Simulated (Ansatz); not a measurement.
## A computed series for Al2Pt: pressure series

Base system: Al2Pt (space group Fm-3m, No. 225; a = 5.8961 Å).

Cell and atoms are relaxed at each pressure.

All numbers come from Kohn–Sham DFT with the PBEsol functional, run in Ansatz (an electronic-structure program) with PAW and 420 eV plane waves, no spin-orbit coupling.

```tsv
P (GPa)	V (Å³/atom)
-2.00	17.338
-1.00	17.207
0.90	16.973
2.09	16.834
4.50	16.572
8.99	16.133
14.99	15.629
22.48	15.094
29.99	14.637
```

Fit a third-order Birch–Murnaghan equation of state.

Least squares on P(V) = (3B₀/2)[(V₀/V)^(7/3) − (V₀/V)^(5/3)]·[1 + (3/4)(B₀′ − 4)((V₀/V)^(2/3) − 1)] gives V₀ = 17.08 Å³/atom, B₀ = 139 GPa and B₀′ = 4.3.

Load acts through the strain it causes; cell and atoms are relaxed under it. Stability against distortions was not tested. Competing high-pressure phases were not computed. The final runs are not spin-polarised.
